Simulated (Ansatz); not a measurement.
Worked example: self-consistent single point of CoSi₂ (Fm-3m, 3 atoms in the cell) in Ansatz (a program for electronic structure).

Method: LDA (PW92), PAW files made with PBE (plane waves; Ansatz).

```
CoSi2
1.0
    0.00000     2.70264     2.70264
    2.70264     0.00000     2.70264
    2.70264     2.70264     0.00000
Co Si
1 2
Direct
  0.00000   0.00000   0.00000
  0.75000   0.75000   0.75000
  0.25000   0.25000   0.25000
```

Reference input (self-consistent single point, DFT, PBE, plane waves, PAW files): basis.ecutwfc = 420 eV; kpoints.mp_grid.grid = 9 9 9; hamiltonian.xc = pbe; hamiltonian.pseudopotentials = {kind: paw} (the program's default PAW files); scf.occupations.method = fermi_dirac; scf.occupations.width = 0.136 eV. This run's input differs from it in these lines:

Ansatz 0.2 input:
```diff
@@ -16,3 +16,3 @@
 hamiltonian:
-  xc: pbe
+  xc: lda
   pseudopotentials:
```

Log, with long lists cut:

```
SCF iter   1: F=—  HF=-6283.258598 eV  |F-HF|=—  |Δ(HF+E_count)|=         —  Δρ=1.48e-1  dr2=9.70e0  ethr=3.10e-3  ⟨swp⟩=5.2  Hψ=3028  notcnv=0
all-band conjugate gradients solve this SCF's bands
preconditioner: auto → Kerker (q_TF=auto, 2.528 Å⁻¹)
SCF iter   2: F=—  HF=-6282.371831 eV  |F-HF|=—  |Δ(HF+E_count)|=   8.87e-1  Δρ=5.94e-2  dr2=2.25e0  ethr=3.10e-3  ⟨swp⟩=2.1  Hψ=1176  notcnv=0
   [... lines left out ...]
SCF iter   6: F=—  HF=-6281.839454 eV  |F-HF|=—  |Δ(HF+E_count)|=   1.19e-3  Δρ=8.28e-4  dr2=5.04e-4  ethr=3.33e-5  ⟨swp⟩=1.0  Hψ=595  notcnv=0
SCF iter   7: F=—  HF=-6281.839370 eV  |F-HF|=—  |Δ(HF+E_count)|=   8.38e-5  Δρ=1.60e-4  dr2=1.85e-5  ethr=2.02e-6  ⟨swp⟩=1.9  Hψ=830  notcnv=0
SCF iter   8: F=—  HF=-6281.839368 eV  |F-HF|=—  |Δ(HF+E_count)|=   1.56e-6  Δρ=1.79e-5  dr2=2.29e-7  ethr=7.39e-8  ⟨swp⟩=2.4  Hψ=772  notcnv=0
SCF iter   9: F=-6281.839368 eV  HF=-6281.839368 eV  |F-HF|=2.94e-9  |Δ(HF+E_count)|=   3.05e-8  Δρ=3.19e-6  dr2=4.14e-9  ethr=4.00e-10  ⟨swp⟩=5.4  Hψ=2636  notcnv=0
SCF 1 converged in 9 iterations: F = -6281.839368 eV  dr2 = 4.14e-9
Free energy (F): -6281.839368 eV
Internal energy: -6281.767836 eV  (E = F + TS)
E sigma→0 (E₀):  -6281.803602 eV
Entropy (-TS):   -0.071532 eV (-23.844 meV/atom)
Fermi energy:    12.187557 eV
--- Forces (eV/Å), atoms counted from 1 ---
  atom   1  Co    -0.00000000     0.00000000     0.00000000
   [... zero for the other atoms too ...]
--- Stress (GPa, compression-positive) ---
      -12.448518      -0.000000       0.000000
        0.000000     -12.448518       0.000000
        0.000000       0.000000     -12.448518
  P = ⅓ Tr σ = -12.4485 GPa (-124.485 kbar)
  The stress holds the Pulay correction. Without it, at fixed plane waves, as pw.x and ABINIT print it: P = -12.4876 GPa
```

The run converged in 9 iterations. Against the reference run the pressure goes from -4.01 to -12.45 GPa.

The starting cell comes from a database of computed structures (which also holds hypothetical and non-ambient phases and stackings), without a prior relaxation at this level. Its lattice was rescaled by a random factor within 2.5 % of one. Spin polarisation is off. With a pressure of about -12 GPa the cell is away from its equilibrium volume at this level. Ansatz's pressure includes its estimate of the finite-basis (Pulay) stress.
